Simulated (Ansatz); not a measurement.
Fermi-surface data of Nb (Im-3m)

```yaml
crystal:
  lattice:
    - [-1.65451, 1.65451, 1.65451]
    - [1.65451, -1.65451, 1.65451]
    - [1.65451, 1.65451, -1.65451]
  atoms:
    - { symbol: Nb, position: [0.00000, 0.00000, 0.00000] }
```

Calculation: PBE, rigid bands (plane waves, PAW, scalar-relativistic; Ansatz, a program for electronic structure). Condition of this run: functional PBE, cell relaxed with it. Cell: cell and atoms relaxed with PBE.

* **density of states at the Fermi level**: 1.49 states/(eV·cell), both spins
* **bare Sommerfeld coefficient**: 3.5 mJ/(mol of atoms·K²)
* **Drude plasma energy**: 9.1 eV
* **root-mean-square Fermi velocity**: 6.2e5 m/s
* **resistivity times τ**: 5.9 ×10⁻²² Ω·m·s
* **resistivity times mean free path**: 3.9 ×10⁻¹⁶ Ω·m²

A metal at this level (no band gap); rigid bands, thermally averaged at 300 K, both spins. Spin-orbit coupling is left out. τ is one relaxation time for all states; the product of resistivity and mean free path takes one path for all states instead.
